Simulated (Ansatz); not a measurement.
An Ansatz (a program for electronic structure) input (Kohn–Sham DFT with the PBEsol functional, run in Ansatz with PAW and 420 eV plane waves, no spin-orbit coupling):

Ansatz 0.2 input:
```yaml
crystal:
  lattice:
    - [6.5343149323, 0, 0]
    - [0, 6.5343149323, 0]
    - [3.2671574662, -3.2671574662, 3.16447903]
  atoms:
    - { symbol: Si, position: [0.25, 0.5, 0.75] }
    - { symbol: Si, position: [0.5, 0.25, 0.75] }
    - { symbol: Si, position: [0.25, 0.25, 0.25] }
    - { symbol: Si, position: [0, 0, 0.25] }
basis: { ecutwfc: 420, ecutrho_ratio: 4, xc_grid: 2, fft_grid_basis: typed }
kpoints: { mp_grid: { grid: [13, 13, 13] } }
hamiltonian:
  xc: pbesol
  dispersion: none
  pseudopotentials: { kind: paw }
scf: { occupations: { method: fermi_dirac, width: 0.1 } }
relax: { f_tol: 0.005, max_steps: 50, cell: { stress_tol: 0.01, fix: [a, b, gamma] } }
output: { forces: true, stress: true }
checkpoint: { write: state.ck, write_every: 1000 }
```

Q: Which symmetry and how many k-points will the program report, and about how many plane waves at Γ?

A: Space group I4122 (ITA 98) with 8 operations, k-points 196 of 2197, and 2667 plane waves at Γ.

Q: And the final pressure?

A: 0.61 GPa (compression positive).

The cells carry an imposed strain or load. Stability against distortions was not tested. Under biaxial strain +2.14 %, plane normal [001], relaxed out of plane the cell ends below the base's energy or with stress of the wrong sign: the atoms slid into a distortion or the cell is elastically unstable, so the base is not a stable minimum at this level. The cell was made from Si (space group I4_132, No. 214; a hypothetical phase, not in the database extracts checked) by this change: biaxial strain +2.14 %, plane normal [001], relaxed out of plane.
